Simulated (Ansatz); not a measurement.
**Cu, response to strain**

Base system: Cu in the fcc (Cu type) structure (space group Fm-3m, No. 225; relaxed with 0.1 eV smearing).

```xyz
1
Lattice="0.0000 1.7884 1.7884 1.7884 0.0000 1.7884 1.7884 1.7884 0.0000" Properties=species:S:1:pos:R:3 pbc="T T T"
Cu     0.0000     0.0000     0.0000
```

Cartesian axes are those of the cell as printed.

Strains are applied to the cell and any free atomic positions relax.

The values are results of DFT with r2SCAN, PAW potentials and a 500 eV plane-wave cutoff in Ansatz (a program for electronic structure), spin-orbit coupling left out, not measurements.

Notes on the quantities. energy relative to the base: free energy F; pressure: mean of the normal stresses, compression positive.

```json
[
 {"case": "base", "energy relative to the base": "0 meV/atom", "shortest interatomic distance": "252.9 pm", "pressure": "0.0 GPa"},
 {"case": "tensor shear ε_xy = +1.43 %", "energy relative to the base": "+2.7 meV/atom", "shortest interatomic distance": "249.3 pm", "pressure": "0.1 GPa"},
 {"case": "tensor shear ε_xy = +0.29 %", "energy relative to the base": "+0.1 meV/atom", "shortest interatomic distance": "252.2 pm", "pressure": "0.0 GPa"},
 {"case": "tensor shear ε_xy = +0.57 %", "energy relative to the base": "+0.4 meV/atom", "shortest interatomic distance": "251.5 pm", "pressure": "0.0 GPa"},
 {"case": "tensor shear ε_xy = +0.86 %", "energy relative to the base": "+1.0 meV/atom", "shortest interatomic distance": "250.7 pm", "pressure": "0.0 GPa"},
 {"case": "tensor shear ε_xy = +1.14 %", "energy relative to the base": "+1.7 meV/atom", "shortest interatomic distance": "250.0 pm", "pressure": "0.1 GPa"},
 {"case": "tensor shear ε_xy = +2.00 %", "energy relative to the base": "+5.3 meV/atom", "shortest interatomic distance": "247.9 pm", "pressure": "0.3 GPa"},
 {"case": "tensor shear ε_xy = +1.71 %", "energy relative to the base": "+3.9 meV/atom", "shortest interatomic distance": "248.6 pm", "pressure": "0.2 GPa"}
]
```

Stability against distortions was not tested. All final runs are without spin polarisation.
